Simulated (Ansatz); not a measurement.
Amorphous In₉Ga₉Zn₉O₃₉Sc₂, 68 atoms at 5.73 g/cm³, one PBE-relaxed geometry, zone centre. Methods: PBE, scalar-relativistic without spin-orbit coupling (Ansatz, a quantum-chemistry and plane-wave program); r2SCAN, scalar-relativistic without spin-orbit coupling (Ansatz); HSE06, scalar-relativistic without spin-orbit coupling (Ansatz). Plane waves to 420 eV (r2SCAN 500 eV); exact exchange is cut at the cell's faces. At PBE the levels at the filled edge of the gap are localised (band-tail or defect states), and the nearest spread-out levels lie 1.3 eV apart at the zone centre. All rungs ran without spin polarisation.

Preparation: random packing, a CHGNet melt and quench, and a DFT relaxation. O atoms were pushed apart under 1.9 Å during the dynamics, to hinder bonds among them. The hot cell started wider than the set density and was brought back towards it in steps. It is the lowest in DFT energy of 2 quenches. It is a model cell: composition and starting density were chosen by hand, and all elements were melted together. No dispersion term was used. Its density started from a set value of 5.73 and ended at 5.73 g/cm³. The simulated quench (nominally 210 K/ps over its main leg) is rapid and tends to freeze in more defects than a deposited or slowly cooled glass has. A cell of this size samples the disorder only roughly. The volume was held where the preparation left it and the shape relaxed, at a PBE pressure of 2.7 GPa. Stress components on the final sampling reach 2.8 GPa.

The relaxation ran on the zone centre alone. At PBE the level gap is 1.00 eV on a 2×2×2 Γ-centred mesh, and the spacing at the zone centre alone 1.03 eV.

Task: What zone-centre spacing does r2SCAN give, roughly?

Result: 1.47 eV (+0.44 eV against PBE).

Task: What zone-centre spacing does HSE06 give, roughly?

Result: 2.54 eV (+1.51 eV against PBE).

The highest filled and the lowest empty state spread over these numbers of atoms (participation numbers): PBE: 6.7 and 62.3; r2SCAN: 6.6 and 61.2; HSE06: 5.8 and 60.7.
